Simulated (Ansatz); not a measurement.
Partial pair distribution functions of a relaxed model of amorphous Hf₁₈O₃₅N, broadened by 0.06 Å; density 9.02 g/cm³. Method: PBE, scalar-relativistic without spin-orbit coupling (plane waves to 420 eV, PAW; Ansatz, an electronic-structure program). The usual formal charges leave 1 holes over, so the level spacing at the Fermi energy parts defect or band states and needn't be the band gap. In the spin-polarised cell the level spacing at the Fermi energy can part levels of unlike spin.

A CHGNet melt-quench gave the starting glass, which DFT then relaxed. O and N atoms were pushed apart under 1.9 Å during the dynamics, to hinder bonds among them. The hot cell started wider than the set density and was brought back towards it in steps. It is the lowest in DFT energy of 2 quenches. It is a model cell: composition and starting density were chosen by hand, and all elements were melted together. No dispersion term was used. Its density started from a set value of 9.02 and ended at 9.02 g/cm³. The simulated quench (nominally 380 K/ps over its main leg) is rapid and tends to freeze in more defects than a deposited or slowly cooled glass has. A cell of this size samples the disorder only roughly. The volume was held where the preparation left it, at a PBE pressure of -4.6 GPa (tension). Stress components on the final sampling reach 6.6 GPa. On a 2×2×2 Γ-centred mesh force components of up to 0.15 eV/Å stay, since the relaxation ran on the zone centre alone.

| r (Å) | g Hf-O | g Hf-N | g Hf-Hf | g O-O |
|---|---|---|---|---|
| 1.80 | 0.00 | 0.00 | 0.00 | 0.00 |
| 1.90 | 0.42 | 0.02 | 0.00 | 0.00 |
| 2.00 | 4.08 | 1.26 | 0.00 | 0.00 |
| 2.10 | 7.24 | 7.04 | 0.00 | 0.00 |
| 2.20 | 5.76 | 5.70 | 0.00 | 0.00 |
| 2.30 | 2.27 | 4.22 | 0.00 | 0.02 |
| 2.40 | 0.77 | 1.11 | 0.00 | 0.40 |
| 2.50 | 0.27 | 0.02 | 0.00 | 1.02 |
| 2.60 | 0.04 | 0.00 | 0.00 | 1.99 |
| 2.70 | 0.09 | 0.00 | 0.00 | 2.50 |
| 2.80 | 0.25 | 0.00 | 0.00 | 2.65 |
| 2.90 | 0.19 | 0.05 | 0.01 | 2.41 |
| 3.00 | 0.20 | 1.18 | 0.18 | 1.98 |
| 3.10 | 0.23 | 1.86 | 0.22 | 1.50 |
| 3.20 | 0.39 | 0.18 | 1.01 | 1.24 |
| 3.30 | 0.38 | 0.00 | 2.46 | 1.19 |
| 3.40 | 0.48 | 0.02 | 2.48 | 0.85 |
| 3.50 | 0.55 | 0.71 | 2.54 | 0.65 |
| 3.60 | 0.68 | 2.39 | 3.32 | 0.73 |
| 3.70 | 0.63 | 1.47 | 1.94 | 0.71 |
| 3.80 | 0.85 | 0.11 | 1.61 | 0.56 |
| 3.90 | 1.14 | 0.00 | 2.38 | 0.52 |
| 4.00 | 1.26 | 0.00 | 2.97 | 0.97 |
| 4.10 | 1.21 | 0.14 | 1.61 | 1.36 |
| 4.20 | 0.90 | 1.07 | 0.48 | 0.92 |
| 4.30 | 1.26 | 0.52 | 0.56 | 0.65 |
| 4.40 | 1.60 | 1.01 | 0.38 | 0.68 |

Within 2.60 Å each Hf has 6.06 O neighbours on average.
